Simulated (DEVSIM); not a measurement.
System: illuminated Ge p-on-n cell, one wavelength, at 300 K.

```
layer (left to right)  material  thickness (μm)  Nd (cm⁻³)  Na (cm⁻³)   τn (s)   τp (s)  absorption coefficient (cm⁻¹)
---------------------  --------  --------------  ---------  ---------  -------  -------  -----------------------------
1                            Ge          0.0800          -     2.2e18  0.00021  0.00027                            340
2                            Ge            98.0     1.7e16          -  0.00041  0.00041                            340
```

Left contact: ohmic, minority electron recombination velocity 7e6 cm/s. Right contact: ohmic, minority hole recombination velocity 6e5 cm/s. Voltage is applied to the left contact. Recombination: SRH at mid-gap, radiative, Auger. Light enters at the left, 1.6e18 photons cm⁻² s⁻¹, one pass, no reflection. Mobility is μmin + (μ − μmin)/(1 + (N/Nref)^α).

The device is made up for the run: typed textbook-type constants, with dimensions and the other settings drawn at random. Values at 300 K.

```csv
parameter,Ge
gap (eV),0.664
affinity (eV),4
permittivity,16
Nc (cm⁻³),1.04e19
Nv (cm⁻³),6e18
μn (cm²/Vs),3900
μp (cm²/Vs),1900
"μn,min",150
"μp,min",100
"Nref,n",2.6e17
"Nref,p",4e17
αn,0.56
αp,0.6
B (cm³/s),6.4e-14
Cn (cm⁶/s),1e-31
Cp (cm⁶/s),1e-31
```

Simulated with DEVSIM: 1D drift-diffusion, Boltzmann statistics, complete ionisation; no tunnelling, impact ionisation, image-force lowering or self-heating.

The photon flux was swept, all else fixed.

| photon flux (cm^-2 s^-1) | fill factor | largest power (mW/cm²) | short-circuit current (mA/cm²) | share of generated pairs collected at short circuit |
|---|---|---|---|---|
| 4.8e16 | 0.52 | 0.304 | 5.49 | 0.740 |
| 1.6e17 | 0.57 | 1.42 | 18.3 | 0.740 |
| 4.8e17 | 0.60 | 5.47 | 54.9 | 0.740 |
| 1.6e18 | 0.63 | 22.8 | 183 | 0.740 |
| 4.8e18 | ? | 82.8 | ? | 0.742 |
| 1.6e19 | 0.69 | 324 | 1840 | 0.745 |
| 4.8e19 | 0.70 | 1110 | 5600 | 0.755 |

**Question.** Some entries are withheld; supply them.

**Answer.** 
- 4.8e18, fill factor: 0.67
- 4.8e18, short-circuit current (mA/cm²): 550
